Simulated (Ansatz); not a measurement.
# Be, response to strain

The reference is Be in the hcp (Mg type) structure (space group P6_3/mmc, No. 194; a = 2.2552 Å, c = 3.5580 Å; relaxed with 0.1 eV smearing). Axes: x lies along a and z along c of the hexagonal cell.

Strains are applied to the cell and any free atomic positions relax.

Level of theory: PBEsol (Ansatz, a quantum-chemistry and plane-wave program), no spin-orbit coupling.

Notes on the quantities. energy relative to the base: free energy F; pressure: mean of the normal stresses, compression positive.

| case | energy relative to the base | volume per atom | pressure |
|---|---|---|---|
| base | 0 meV/atom | 7.84 Å³ | 0.0 GPa |
| uniaxial strain ε_xx = −2.50 % | +5.3 meV/atom | 7.64 Å³ | 3.2 GPa |
| uniaxial strain ε_xx = −1.50 % | (withheld) | 7.72 Å³ | (withheld) |
| uniaxial strain ε_xx = −1.00 % | +0.8 meV/atom | 7.76 Å³ | 1.2 GPa |
| uniaxial strain ε_xx = −0.50 % | +0.2 meV/atom | 7.80 Å³ | 0.6 GPa |
| uniaxial strain ε_xx = +0.50 % | +0.2 meV/atom | 7.87 Å³ | -0.6 GPa |
| uniaxial strain ε_xx = +1.00 % | +0.8 meV/atom | 7.91 Å³ | -1.2 GPa |
| uniaxial strain ε_xx = +2.00 % | +2.9 meV/atom | 7.99 Å³ | -2.3 GPa |
| uniaxial strain ε_xx = +2.50 % | +4.5 meV/atom | 8.03 Å³ | -2.8 GPa |
| uniaxial strain ε_xx = +3.00 % | +6.3 meV/atom | 8.07 Å³ | -3.3 GPa |

Complete the table.


- uniaxial strain ε_xx = −1.50 %, energy relative to the base: +1.9 meV/atom
- uniaxial strain ε_xx = −1.50 %, pressure: 1.9 GPa

Whether these cells are dynamically stable was not tested.
